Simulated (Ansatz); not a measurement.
**A computed series for SrTiO3: response to strain**

Start from SrTiO3 in the cubic perovskite structure (space group Pm-3m, No. 221; a = 3.907 Å). Axes: x, y, z lie along the cube axes.

Strains are applied to the cell and any free atomic positions relax; under biaxial strain the out-of-plane vector relaxes too; under stress the whole cell relaxes.

Calculations: r2SCAN in Ansatz (plane waves to 500 eV, PAW, scalar-relativistic without spin-orbit coupling).

Notes on the quantities. energy relative to the base: free energy F.

| variant | band gap | energy relative to the base | gap character |
|---|---|---|---|
| base | 2.26 eV | 0 meV/atom | indirect, R → Γ |
| biaxial strain +0.75 %, plane normal [001], relaxed out of plane | 2.22 eV | +1.6 meV/atom | indirect, A → Γ |
| biaxial strain +2.56 %, plane normal [001], relaxed out of plane | 2.12 eV | +18 meV/atom | indirect, A → Γ |
| isotropic strain −5.78 % | 2.63 eV | +0.259 eV/atom | indirect, R → Γ |
| uniaxial strain ε_yy = +3.01 % | 2.14 eV | +11 meV/atom | indirect, A → Γ |
| uniaxial strain ε_zz = +1.08 % | 2.22 eV | (withheld) | indirect, A → Γ |
| uniaxial stress, 8 GPa compression along x | 2.24 eV | +6.8 meV/atom | indirect, A → Γ |

Question: Complete the table.

Answer: 
- uniaxial strain ε_zz = +1.08 %, energy relative to the base: +1.5 meV/atom

Beyond what the load breaks, stability against distortions was not tested. The final runs are not spin-polarised. Many cubic perovskites are stable only at high temperature; tilts and polar distortions were not tested. Labels are those of the standard path for the cell's own space group.

Ansatz is a program for electronic structure.
